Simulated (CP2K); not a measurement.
# A short convergence ladder for WSe2 (P6_3/mmc, 6 atoms in the cell)

```xyz
6
Lattice="3.2964 0.0000 0.0000 -1.6482 2.8548 0.0000 0.0000 0.0000 13.0248" Properties=species:S:1:pos:R:3 pbc="T T T"
W      0.0000     1.9032     3.2562
W      1.6482     0.9516     9.7686
Se     0.0000     1.9032    11.4488
Se     1.6482     0.9516     4.9364
Se     1.6482     0.9516     1.5760
Se     0.0000     1.9032     8.0884
```

Base method: PBEsol, GPW, TZVP-MOLOPT-SR-GTH basis, GTH-PBE potentials (GTH_POTENTIALS) in CP2K.

Base settings: CUTOFF = 500 Ry; REL_CUTOFF = 50 Ry; SMEAR/METHOD = FERMI_DIRAC; ELECTRONIC_TEMPERATURE = 580.23 K; KPOINTS/SCHEME = MONKHORST-PACK 4 4 1; GAMMA_CENTERED = T; XC_FUNCTIONAL = PBE:PBESOL; W/BASIS_SET = TZVP-MOLOPT-SR-GTH-q14; W/POTENTIAL = GTH-PBE-q14; Se/BASIS_SET = TZVP-MOLOPT-SR-GTH-q6.

**The size of a vacancy's supercell**

On WSe₂ (P6_3/mmc, 6 atoms in the cell), and larger cells.

Steps: 1 x 1 x 1 supercell, one Se atom taken out, nothing relaxed; 2 x 1 x 1 supercell, one Se atom taken out, nothing relaxed; and so on, with the mesh thinned in proportion.

Only quantities that move along the ladder and can be compared are tabulated.

| atoms | energy of the cell with the vacancy less the whole one (holds the removed atom on the program's zero: only its change counts) (eV) |
|---|---|
| 6 | 259.652 |
| 12 | 259.401 |
| 24 | 259.323 |

Smallest size that holds the energy of the cell with the vacancy less the whole one (holds the removed atom on the program's zero: only its change counts) within 0.1 eV: not settled: the last two steps still differ by 0.077 eV, over half the tolerance, so the ladder does not show it.

On the base run: the starting cell has typed, rounded lattice constants, without a prior relaxation at this level. Its lattice was rescaled by up to half a per cent. Spin polarisation is off. Values carry the incompleteness of an atom-centred basis. The potentials were made for another functional than the one used.
